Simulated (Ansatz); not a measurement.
## Hypothetical rock salt SnC: response to strain

Start from SnC in the rock salt structure (space group Fm-3m, No. 225; a hypothetical phase, not in the database extracts checked; relaxed with 0.1 eV smearing).

```yaml
crystal:
  lattice:
    - [0.00000, 2.37256, 2.37256]
    - [2.37256, 0.00000, 2.37256]
    - [2.37256, 2.37256, 0.00000]
  atoms:
    - { symbol: C, position: [0.00000, 0.00000, 0.00000] }
    - { symbol: Sn, position: [0.50000, 0.50000, 0.50000] }
```

Strains are applied to the cell and any free atomic positions relax.

Calculations: PBEsol (Ansatz, a first-principles code, PAW, no spin-orbit coupling).

| isotropic strain (%) | pressure (GPa) |
|---|---|
| -1.46 | 7.2 |
| 0 | 0.0 |
| 0.55 | -2.3 |
| 2.82 | ? |
| 5.24 | -15.5 |
| 5.66 | -16.2 |

Task: Fit P = P₀ − Bδ + Cδ² with δ = (1 + ε)³ − 1 to the rows shown and predict the withheld row.

Result: Least squares on the printed values gives P₀ = 0.1 GPa, B = 150 GPa, C = 333 GPa (largest residual 0.1 GPa); this predicts -10.4 GPa, and the run gives -10.0 GPa, 0.4 higher.

Stability against distortions was not tested. The final runs are not spin-polarised.
